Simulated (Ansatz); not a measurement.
For GeSe (model structure, started from the zincblende type, F-43m, No. 216, 2 atoms in the cell), PBEsol in Ansatz (PAW) gives:

* **lattice parameter a**: 6.229 Å
* **formation enthalpy**: 0.092 eV/atom

**Question.** What does PBE-D3(BJ) (PAW; Ansatz, a program for electronic structure) give for the same quantities?

**Answer.** 
- lattice constant a: 6.285 Å (goes up by 0.9 %)
- formation enthalpy: 0.058 eV/atom (falls by 0.034 eV/atom)

Changes are worked out from the printed values.

Unless a cell is named, each level is at its own relaxed cell (PBEsol 30.22, PBE-D3(BJ) 31.03 Å³/atom).

Ansatz's density-functional and Hartree–Fock values are scalar-relativistic unless marked +SOC, with PAW data made under PBE.

A model structure was made by putting elements into a prototype or built by hand; it is no filed structure, need not be a known phase, and can be a saddle point held by its symmetry.
